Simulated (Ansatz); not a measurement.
Take TiAl₃ (space group I4/mmm, No. 139) as the base.

```
TiAl3
1.0
   -1.92294     1.92294     4.30997
    1.92294    -1.92294     4.30997
    1.92294     1.92294    -4.30997
Al Ti
3 1
Direct
  0.50000   0.50000   0.00000
  0.75000   0.25000   0.50000
  0.25000   0.75000   0.50000
  0.00000   0.00000   0.00000
```

Levels (all Ansatz, a quantum-chemistry and plane-wave program, PAW): PBE (420 eV, scalar-relativistic without spin-orbit coupling); r2SCAN (500 eV, no SOC).

The geometry is relaxed with PBE.

PBE pressure: 0.0 GPa

### Question
What does r2SCAN give at this geometry for the pressure?

### Answer
The pressure goes from zero to -2.0 GPa.

Single points use the geometry relaxed with PBE. Their cutoffs differ, which shifts pressures a little. Stability against distortions was not tested. The final runs are not spin-polarised.
